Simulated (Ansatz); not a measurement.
The starting structures come from a database of crystals and need not be the phases stable at ambient conditions.

The decay constant κ of evanescent states in the gap governs leakage through a thin film.

Input:

```yaml
crystal:
  lattice:
    - [5.46185, 0.00000, 0.00000]
    - [1.82062, 5.84819, 0.00000]
    - [2.73092, 0.00000, 1.57670]
  atoms:
    - { symbol: Ta, position: [0.50000, 0.50000, 0.00000] }
    - { symbol: Cu, position: [0.00000, 0.00000, 0.00000] }
    - { symbol: N, position: [0.89406, 0.31782, 0.00000] }
    - { symbol: N, position: [0.10594, 0.68218, 0.00000] }
```

Space group of this cell: R-3m. The cell is taken as given; by r2SCAN its mean pressure is -4.3 GPa.

Transport runs along the normal of the first two printed cell vectors, the (110) plane of the conventional cell.

The gap is the functional's own. No spin-orbit coupling. Mid-gap values are interpolated on the energy grid.

Question: Compute, with r2SCAN (Ansatz, an electronic-structure program), the band gap and the smallest decay constant κ at mid-gap.

Answer: Gap 0.73 eV on a 18×18×18 mesh; κ = 0.128 1/Å, at (0.000, 0.500) of the in-plane reciprocal vectors. At the zone centre, at the nearest computed energy, the slowest state has κ = 0.21 1/Å.
